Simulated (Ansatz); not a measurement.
Electronic density of states of amorphous Al28O44Hf, density 3.42 g/cm³, on a 2×2×2 Γ-centred mesh with a Gaussian width of 0.1 eV; energies count from the Fermi level, whose place inside the gap is arbitrary. Cell and mesh are small, so fine structure isn't converged. Method: PBE, scalar-relativistic without spin-orbit coupling (plane waves to 420 eV, PAW; Ansatz, a program for electronic structure). Sampling: a 2×2×2 Γ-centred mesh; Fermi-Dirac width 0.02 eV; no spin polarisation.

It comes from a melt-quench run on a machine-learned potential (CHGNet), relaxed afterwards by DFT. O atoms were pushed apart under 1.9 Å during the dynamics, to hinder bonds among them. The hot cell started wider than the set density and was brought back towards it in steps. It is the lowest in DFT energy of 2 quenches. It is a model cell: composition and starting density were chosen by hand, and all elements were melted together. No dispersion term was used. Its density started from a set value of 3.39 and ended at 3.42 g/cm³. The simulated quench (nominally 410 K/ps over its main leg) is rapid and tends to freeze in more defects than a deposited or slowly cooled glass has. One small periodic cell is one sample of the glass; other quenches scatter about these values. Volume and shape were free in the relaxation.

(E - EF (eV), states/(eV atom)): (-12.00, 0.00); (-11.90, 0.00); (-11.80, 0.00); (-11.70, 0.00); (-11.60, 0.00); (-11.50, 0.00); (-11.40, 0.00); (-11.30, 0.00); (-11.20, 0.00); (-11.10, 0.00); (-11.00, 0.00); (-10.90, 0.00); (-10.80, 0.00); (-10.70, 0.00); (-10.60, 0.00); (-10.50, 0.00); (-10.40, 0.00); (-10.30, 0.00); (-10.20, 0.00); (-10.10, 0.00); (-10.00, 0.00); (-9.90, 0.00); (-9.80, 0.00); (-9.70, 0.00); (-9.60, 0.00); (-9.50, 0.00); (-9.40, 0.00); (-9.30, 0.00); (-9.20, 0.00); (-9.10, 0.00); (-9.00, 0.00); (-8.90, 0.00); (-8.80, 0.00); (-8.70, 0.00); (-8.60, 0.00); (-8.50, 0.05); (-8.40, 0.18); (-8.30, 0.30); (-8.20, 0.33); (-8.10, 0.33); (-8.00, 0.37); (-7.90, 0.38); (-7.80, 0.39); (-7.70, 0.43); (-7.60, 0.44); (-7.50, 0.41); (-7.40, 0.37); (-7.30, 0.35); (-7.20, 0.40); (-7.10, 0.44); (-7.00, 0.40); (-6.90, 0.39); (-6.80, 0.41); (-6.70, 0.42); (-6.60, 0.47); (-6.50, 0.54); (-6.40, 0.53); (-6.30, 0.53); (-6.20, 0.53); (-6.10, 0.57); (-6.00, 0.54); (-5.90, 0.52); (-5.80, 0.51); (-5.70, 0.57); (-5.60, 0.58); (-5.50, 0.55); (-5.40, 0.56); (-5.30, 0.56); (-5.20, 0.59); (-5.10, 0.62); (-5.00, 0.65); (-4.90, 0.65); (-4.80, 0.64); (-4.70, 0.62); (-4.60, 0.58); (-4.50, 0.63); (-4.40, 0.66); (-4.30, 0.66); (-4.20, 0.73); (-4.10, 0.78); (-4.00, 0.73); (-3.90, 0.73); (-3.80, 0.73); (-3.70, 0.75); (-3.60, 0.74); (-3.50, 0.70); (-3.40, 0.71); (-3.30, 0.73); (-3.20, 0.73); (-3.10, 0.72); (-3.00, 0.73); (-2.90, 0.66); (-2.80, 0.61); (-2.70, 0.58); (-2.60, 0.62); (-2.50, 0.59); (-2.40, 0.51); (-2.30, 0.55); (-2.20, 0.47); (-2.10, 0.42); (-2.00, 0.46); (-1.90, 0.39); (-1.80, 0.14); (-1.70, 0.01); (-1.60, 0.00); (-1.50, 0.00); (-1.40, 0.00); (-1.30, 0.00); (-1.20, 0.00); (-1.10, 0.00); (-1.00, 0.00); (-0.90, 0.00); (-0.80, 0.00); (-0.70, 0.00); (-0.60, 0.00); (-0.50, 0.00); (-0.40, 0.00); (-0.30, 0.00); (-0.20, 0.00); (-0.10, 0.00); (0.00, 0.00); (0.10, 0.00); (0.20, 0.00); (0.30, 0.00); (0.40, 0.00); (0.50, 0.00); (0.60, 0.00); (0.70, 0.00); (0.80, 0.00); (0.90, 0.00); (1.00, 0.00); (1.10, 0.00); (1.20, 0.00); (1.30, 0.00); (1.40, 0.00); (1.50, 0.00); (1.60, 0.00); (1.70, 0.00); (1.80, 0.02); (1.90, 0.01); (2.00, 0.00); (2.10, 0.00); (2.20, 0.00); (2.30, 0.00); (2.40, 0.02); (2.50, 0.04); (2.60, 0.05); (2.70, 0.11); (2.80, 0.19); (2.90, 0.16); (3.00, 0.09); (3.10, 0.10); (3.20, 0.15); (3.30, 0.19); (3.40, 0.12); (3.50, 0.08); (3.60, 0.10); (3.70, 0.07); (3.80, 0.07); (3.90, 0.06); (4.00, 0.07); (4.10, 0.08); (4.20, 0.10); (4.30, 0.14); (4.40, 0.16); (4.50, 0.15); (4.60, 0.19); (4.70, 0.24); (4.80, 0.24); (4.90, 0.22); (5.00, 0.17); (5.10, 0.22); (5.20, 0.24); (5.30, 0.25); (5.40, 0.30); (5.50, 0.31); (5.60, 0.26); (5.70, 0.29); (5.80, 0.33); (5.90, 0.36); (6.00, 0.38); (6.10, 0.40); (6.20, 0.37); (6.30, 0.36); (6.40, 0.40)

The gap on this mesh is 3.69 eV; the broadening fills part of it in the curve.
